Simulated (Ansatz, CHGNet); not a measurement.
## How well does each level of theory give the lattice constant a of fluorite PtAl₂?

Reference value: 5.91 Å (measured, temperature not stated, copied from a table, unchecked, not corrected to a static lattice; as tabulated in Crystal Structures 1, 239 (1963)).

Put these levels in order of the lattice constant a that they give for fluorite PtAl₂, smallest first: CHGNet 0.3.0, Hartree–Fock (Ansatz, a program for electronic structure), LDA (Ansatz), r²SCAN+SOC (Ansatz).

LDA (5.853 Å), r²SCAN+SOC (5.896 Å), CHGNet 0.3.0 (5.945 Å), Hartree–Fock (5.971 Å)

Differences against the reference: CHGNet 0.3.0 +0.59 %, LDA -0.96 %, r²SCAN+SOC -0.24 %, Hartree–Fock +1.03 %.

The reference isn't brought to a static lattice, while the calculations are for one, so the differences are not the levels' errors alone. A static lattice is as a rule a little smaller than the measured one. The crystal itself was run without spin with Hartree–Fock, LDA; a magnetic state was not tried in these runs. Density-functional levels without +SOC have no spin–orbit coupling. Cutoffs and k meshes differ between the levels. Ansatz's density-functional and Hartree–Fock values are scalar-relativistic unless marked +SOC, with PAW data made under PBE.

Machine-learned potentials (CHGNet 0.3.0) are trained on DFT data: a solid inside that data is no test of them.

Differences are worked out from the printed values.
